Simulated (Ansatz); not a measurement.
Results of HSE06 (Ansatz, a first-principles code, plane waves, PAW) for HfPbO3 (Pm-3m, No. 221, 5 atoms in the cell; start mp-22535).

Numerical settings: plane-wave cutoff 460 eV, 6×6×6 k mesh, Fermi–Dirac smearing 0.01 eV, scalar-relativistic PAW data made under PBE.

Cell (relaxed with PBEsol):

```
HfPbO3
1.0
    4.11898     0.00000     0.00000
    0.00000     4.11898     0.00000
    0.00000     0.00000     4.11898
Hf Pb O
1 1 3
Direct
  0.50000   0.50000   0.50000
  0.00000   0.00000   0.00000
  0.00000   0.50000   0.50000
  0.50000   0.00000   0.50000
  0.50000   0.50000   0.00000
```

Q: Estimate the band gap and direct gap at Γ that the calculation returns.

A: 
- band gap: 3.51 eV (on the SCF k mesh)
- direct gap at Γ: 6.37 eV

Note: cell and atoms aren't relaxed at this level (pressure 1.8 GPa).

Spin–orbit coupling is not included; with these elements it can move the gap by several tenths of an eV or more.

Computed values are for the static lattice.

The result took around 2.8 core-minutes (rough).

A start named mp-… is a Materials Project structure, which need not be a measured phase.
